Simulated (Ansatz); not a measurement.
**BN: biaxial strain −3.00 %, plane normal [001], relaxed out of plane**

Consider BN in the zinc blende structure (space group F-43m, No. 216; a = 3.610 Å). Axes: x, y, z lie along the cube axes.

Perturbation: compressive biaxial strain of 3.00 % in the plane normal to [001], as in epitaxy on a mismatched substrate; the out-of-plane cell vector and the atoms relax.

Calculations: r2SCAN/PAW in Ansatz (a program for electronic structure), spin-orbit coupling left out. Settings: 16×16×16 k-points, 0.05 eV Fermi–Dirac smearing.

| quantity | base | changed | shift |
|---|---|---|---|
| volume per atom | 5.88 Å³ | 5.60 Å³ | -0.28 Å³ |
| energy relative to the base (free energy F) | 0 meV/atom | +33 meV/atom | +33 meV/atom |
| pressure (mean of the normal stresses, compression positive) | 0.00 GPa | 20.69 GPa | +20.69 GPa |
| band gap | 5.00 eV | 4.65 eV | -0.356 eV |
| gap character | – | indirect, Γ → X | – |
| smallest direct gap | 9.59 eV | 9.58 eV | -0.005 eV |
| electron mass | 0.87 mₑ along k, 0.29 mₑ across (at X) | 0.82 mₑ along k, 0.29 mₑ across (at X) | – |
| valence-band top at Γ (three highest levels, from the VBM) | 0.00, 0.00, 0.00 eV | 0.00, 0.00, -0.48 eV | – |
| valley order (the lowest conduction-band minima on the path, energy above the VBM, named in the base's zone) | X along ⟨100⟩ 5.00 eV | X along [010] 4.65 eV; X along [001] 5.47 eV | – |
| out-of-plane strain | – | +1.26 % | – |
| ratio −ε⊥/ε∥ | – | 0.42 | – |
| mean in-plane stress (compression positive) | – | +31.0 GPa | – |

Effective masses come from finite differences of ±0.01 Å⁻¹. Along k means along the line from Γ to the band edge. Stability against distortions was not tested. Labels are those of the standard path for the cell's own space group.
